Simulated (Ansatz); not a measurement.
BeS (model structure, started from the rocksalt type, Fm-3m, No. 225, 2 atoms in the cell), treated with PBEsol in Ansatz (PAW).

Run with plane-wave cutoff 520 eV, 12×12×12 k mesh, Fermi–Dirac smearing 0.01 eV, scalar-relativistic PAW data made under PBE.

Cell (relaxed with PBEsol):

```
BeS
1.0
    0.00000     2.29492     2.29492
    2.29492     0.00000     2.29492
    2.29492     2.29492     0.00000
S Be
1 1
Direct
  0.00000   0.00000   0.00000
  0.50000   0.50000   0.50000
```

Predict the band gap, smallest direct gap on the k points sampled and direct gap at Γ.


* **band gap**: 0.94 eV (indirect)
* **smallest direct gap on the k points sampled**: 4.28 eV
* **direct gap at Γ**: 5.86 eV

Note: the relaxation could raise the start's symmetry but not lower it, so the cell can be a saddle point.

The computed numbers hold no vibrational or temperature effects.

A model structure was made by putting elements into a prototype or built by hand; it is no filed structure, need not be a known phase, and can be a saddle point held by its symmetry.

Ansatz is a program for electronic structure.
